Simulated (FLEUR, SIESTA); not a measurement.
A FLEUR input for a self-consistent single point of CrO2 (P4_2/mnm, 6 atoms in the cell) (DFT, PBE+U, all-electron FLAPW (FLEUR), scalar-relativistic valence):

Input of the input generator:

```
scf CrO2
&input film=f /
8.4121498588 0.0000000000 0.0000000000
0.0000000000 8.4121498588 0.0000000000
0.0000000000 0.0000000000 5.5593153662
1.0
1.0 1.0 1.0

6
24 0.0000000000 0.0000000000 0.5000000000 : 3.00
24 0.5000000000 0.5000000000 0.0000000000 : 3.00
8 0.1972600000 0.1972600000 0.0000000000 : 0.00
8 0.8027400000 0.8027400000 0.0000000000 : 0.00
8 0.3027400000 0.6972600000 0.5000000000 : 0.00
8 0.6972600000 0.3027400000 0.5000000000 : 0.00

&comp jspins=2 /
&kpt div1=5 div2=5 div3=7 /
&end /
```

```xml
<?xml version="1.0" encoding="UTF-8" standalone="no"?>
<fleurInput fleurInputVersion="0.39">
   <comment>
      scf CrO2                                                                                            
   </comment>
   <calculationSetup>
      <cutoffs Kmax="4.7" Gmax="18.8" GmaxXC="18.8" numbands="0"/>
      <scfLoop itmax="100" minDistance="0.00001" maxIterBroyd="25" imix="Anderson" alpha="0.05" precondParam="0.0" spinf="2.0"/>
      <coreElectrons ctail="T" frcor="F" kcrel="0" coretail_lmax="0"/>
      <xcFunctional name="pbe" relativisticCorrections="F"/>
      <magnetism jspins="2"/>
      <soc l_soc="F" theta="0.0" phi="0.0" spav="F"/>
      <expertModes spex="0" secvar="F"/>
      <geometryOptimization l_f="T" forcealpha="1.0" forcemix="BFGS" epsdisp="0.00001" epsforce="0.00001"/>
      <ldaU l_linMix="F" mixParam="0.05" spinf="1.0"/>
   </calculationSetup>
   <cell>
      <bzIntegration valenceElectrons="52.0" mode="hist" fermiSmearingEnergy="0.00367493">
         <kPointListSelection listName="default-1"/>
         <!-- k-points included here -->
         <xi:include xmlns:xi="http://www.w3.org/2001/XInclude" href="kpts.xml"> </xi:include>
      </bzIntegration>
      <!-- symmetry operations included here -->
      <xi:include xmlns:xi="http://www.w3.org/2001/XInclude" href="sym.xml"> </xi:include>
      <bulkLattice scale="1.0">
         <bravaisMatrix>
            <row-1>    8.4121498587999994     0.0000000000000000     0.0000000000000000</row-1>
            <row-2>    0.0000000000000000     8.4121498587999994     0.0000000000000000</row-2>
            <row-3>    0.0000000000000000     0.0000000000000000     5.5593153661999999</row-3>
         </bravaisMatrix>
      </bulkLattice>
   </cell>
   <atomSpecies>
      <species name="Chromium (3.000" element="Cr" atomicNumber="24">
         <mtSphere radius="2.15" gridPoints="741" logIncrement="0.016"/>
         <atomicCutoffs lmax="8" lnonsphr="6"/>
         <electronConfig flipSpins="F">
            <coreConfig>(1s1/2) (2s1/2) (2p1/2) (2p3/2)</coreConfig>
            <valenceConfig>(3s1/2) (3p1/2) (3p3/2) (4s1/2) (3d3/2) (3d5/2)</valenceConfig>
            <stateOccupation state="(4s1/2)" spinUp="0.5" spinDown="0.5"/>
            <stateOccupation state="(3d3/2)" spinUp="1.0" spinDown="1.0"/>
            <stateOccupation state="(3d5/2)" spinUp="3.0" spinDown="0.0"/>
         </electronConfig>
         <energyParameters s="4" p="4" d="3" f="4"/>
         <ldaU l="2" U="4.0" J="0.0" l_amf="F"/>
         <lo type="SCLO" l="0" n="3" eDeriv="0"/>
         <lo type="SCLO" l="1" n="3" eDeriv="0"/>
      </species>
      <species name="Oxygen (O)" element="O" atomicNumber="8">
         <mtSphere radius="1.21" gridPoints="421" logIncrement="0.025"/>
         <atomicCutoffs lmax="6" lnonsphr="4"/>
         <electronConfig flipSpins="F">
            <coreConfig>(1s1/2)</coreConfig>
            <valenceConfig>(2s1/2) (2p1/2) (2p3/2)</valenceConfig>
            <stateOccupation state="(2p1/2)" spinUp="0.6666666667" spinDown="0.6666666667"/>
            <stateOccupation state="(2p3/2)" spinUp="1.333333333" spinDown="1.333333333"/>
         </electronConfig>
         <energyParameters s="2" p="2" d="3" f="4"/>
      </species>
   </atomSpecies>
   <atomGroups>
      <atomGroup species="Chromium (3.000">
         <relPos label="                   1">.0000000000 .0000000000 1.000/2.000</relPos>
         <relPos label="                   2">1.000/2.000 1.000/2.000 .0000000000</relPos>
         <force calculate="T" relaxXYZ="TTT"/>
      </atomGroup>
      <atomGroup species="Oxygen (O)">
         <relPos label="                   3">.1972600000 .1972600000 .0000000000</relPos>
         <relPos label="                   4">-.1972600000 -.1972600000 .0000000000</relPos>
         <relPos label="                   5">.3027400000 -.3027400000 1.000/2.000</relPos>
         <relPos label="                   6">-.3027400000 .3027400000 1.000/2.000</relPos>
         <force calculate="T" relaxXYZ="TTT"/>
      </atomGroup>
   </atomGroups>
   <output dos="F" band="F" slice="F">
      <checks vchk="F" cdinf="F"/>
      <bandDOS minEnergy="-.5*Htr" maxEnergy="0.5*Htr" sigma="0.015" storeEVData="T"/>
      <vacuumDOS vacdos="F" integ="F" star="F" nstars="0" locx1="0.0" locy1="0.0" locx2="0.0" locy2="0.0" nstm="0" tworkf="0.0"/>
      <unfoldingBand unfoldBand="F" supercellX="1" supercellY="1" supercellZ="1"/>
      <plotting iplot="0" polar="F">
         <plot TwoD="T" vec1="  1.0  0.0  0.0" vec2="  0.0  1.0  0.0" vec3="  0.0  0.0  1.0" zero="  0.0  0.0  0.0" file="plot"/>
      </plotting>
      <chargeDensitySlicing numkpt="0" minEigenval="0.0" maxEigenval="0.0" nnne="0" pallst="F"/>
      <specialOutput eonly="F"/>
      <magneticCircularDichroism mcd="F" energyLo="-10.0" energyUp="0.0"/>
   </output>
  <!-- We include the file relax.xml here to enable relaxations (see documentation) -->
  <xi:include xmlns:xi="http://www.w3.org/2001/XInclude" href="relax.xml"> <xi:fallback/> </xi:include>
</fleurInput>
```

**Question.** Translate this input to SIESTA.

**Answer.** One input that does it (others would too):

```
# files in the folder: Cr.psml O.psml (PseudoDojo PBE standard)
SystemName  CrO2
SystemLabel CrO2

NumberOfAtoms                6
NumberOfSpecies              2
%block ChemicalSpeciesLabel
  1 24 Cr
  2 8 O
%endblock ChemicalSpeciesLabel
LatticeConstant              1.0 Bohr
%block LatticeVectors
     8.412149859    0.000000000    0.000000000
     0.000000000    8.412149859    0.000000000
     0.000000000    0.000000000    5.559315366
%endblock LatticeVectors
AtomicCoordinatesFormat      ScaledCartesian
%block AtomicCoordinatesAndAtomicSpecies
     0.000000000    0.000000000    2.779657683  1
     4.206074929    4.206074929    0.000000000  1
     1.659380681    1.659380681    0.000000000  2
     6.752769178    6.752769178    0.000000000  2
     2.546694248    5.865455611    2.779657683  2
     5.865455611    2.546694248    2.779657683  2
%endblock AtomicCoordinatesAndAtomicSpecies

XC.functional                GGA
XC.authors                   PBE
PAO.BasisSize                DZP
PAO.EnergyShift              0.01 Ry
MeshCutoff                   300 Ry
%block kgrid.MonkhorstPack
    5   0   0  0.0
    0   5   0  0.0
    0   0   7  0.0
%endblock kgrid.MonkhorstPack
OccupationFunction           FD
ElectronicTemperature        0.1 eV
Spin                         polarized
%block DM.InitSpin
  1 +3.00
  2 +3.00
  3 +0.00
  4 +0.00
  5 +0.00
  6 +0.00
%endblock DM.InitSpin
DFTU.ProjectorGenerationMethod 2
DFTU.CutoffNorm              0.9
DFTU.FirstIteration          true
%block DFTU.proj
  Cr 1
  n=3 2
  4.00 0.00
  0.00 0.00
%endblock DFTU.proj

MaxSCFIterations             150
SCF.Mixer.Method             Pulay
SCF.Mixer.Weight             0.1
SCF.Mixer.History            8
SCF.DM.Tolerance             1.0E-04
Diag.ParallelOverK           true
WriteForces                  true
Charge.Mulliken              end
```

Basis settings and potentials, where a program has them, do not carry over. This input uses DFT, GGA PBE+U, numerical atomic orbitals DZP, PseudoDojo PBE standard norm-conserving potentials (rewritten from UPF to PSML).

The starting cell comes from a database of computed structures (which also holds hypothetical and non-ambient phases and stackings), without a prior relaxation at this level. Its lattice was rescaled by a random factor within 2.5 % of one.
